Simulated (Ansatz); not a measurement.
System: A15 Nb3Sn (cubic form, which distorts at low temperature). Method: PBEsol-D3(BJ) (Ansatz, an electronic-structure program, PAW).

Run with plane-wave cutoff 520 eV, 10×10×10 k mesh, Fermi–Dirac smearing 0.05 eV, no spin polarisation, scalar-relativistic PAW data made under PBE.

Energies at three volumes about the minimum:

```tsv
V (Å³/atom)	E − E_lowest (meV/atom)
17.192	4.28
17.543	0.00
17.894	4.05
```

Question: Fit a parabola by hand: where is the minimum, what lattice constant follows, and what is the bulk modulus?

Answer: Slopes: (0.00 − 4.28)/(17.543 − 17.192) = -12.194 and (4.05 − 0.00)/(17.894 − 17.543) = 11.538 meV/Å³. Curvature E″ = 2 × (11.538 − (-12.194))/(17.894 − 17.192) = 67.613 meV/Å⁶. From the middle of the first interval, the slope vanishes at V0 = 17.3675 − (-12.194)/67.613 = 17.548 Å³/atom. B = V0 E″ = 17.548 × 67.613 meV/Å³ × 0.1602 GPa per meV/Å³ = 190 GPa. With 8 atoms in the cube, a = (8 × 17.548)^(1/3) = 5.197 Å. The full Birch–Murnaghan fit to all volumes gives V0 = 17.542 Å³/atom and B0 = 190 GPa.

Measured, for comparison: bulk modulus 165 GPa (4 K, zero-point motion not removed; as tabulated in Lu and Klein (1997), arXiv:cond-mat/9704251); lattice constant a 5.289 Å (temperature not stated, not corrected to a static lattice; as tabulated in Priinits et al. (2024), arXiv:2406.00817). Computed (rounded) less measured: bulk modulus +15 %.

Note: symmetry holds this phase in the static calculation, where it need not be a minimum.
